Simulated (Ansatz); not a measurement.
Base system: Se (space group P3_121, No. 152; a = 4.507 Å, c = 4.989 Å; made of chains).

Perturbation: a hydrostatic pressure of 9 GPa.

Levels (all Ansatz, a quantum-chemistry and plane-wave program, PAW, earlier PAW set): r2SCAN (500 eV, without spin-orbit coupling); HSE06 (420 eV, without spin-orbit coupling); HSE06+SOC (420 eV, with spin-orbit coupling).

One geometry, relaxed with r2SCAN, under each level:

| level | band gap | lowest conduction level above the VBM at special points |
|---|---|---|
| r2SCAN | 0.33 eV | H 0.33 eV; A 0.72 eV; L 1.04 eV; Γ 1.48 eV |
| HSE06 | 0.70 eV | H 0.70 eV; A 1.17 eV; L 1.45 eV; Γ 1.98 eV |
| HSE06+SOC | 0.59 eV | H 0.59 eV; A 1.04 eV; L 1.34 eV; Γ 1.71 eV |

Single points use the geometry relaxed with r2SCAN. Their cutoffs differ, which shifts pressures a little. HSE06 gaps are upper bounds (no full band path). From pressure 9 GPa on, the axis ratios lie over 15 % from the base's, so the cell there is far from its starting form. The spin-orbit shifts are approximate. Load acts through the strain it causes; cell and atoms are relaxed under it. No phonon test of stability was made. No other phases were tried under pressure. No dispersion term is included, though the crystal is made of layers, chains or molecules, so its spacings can come out too wide.
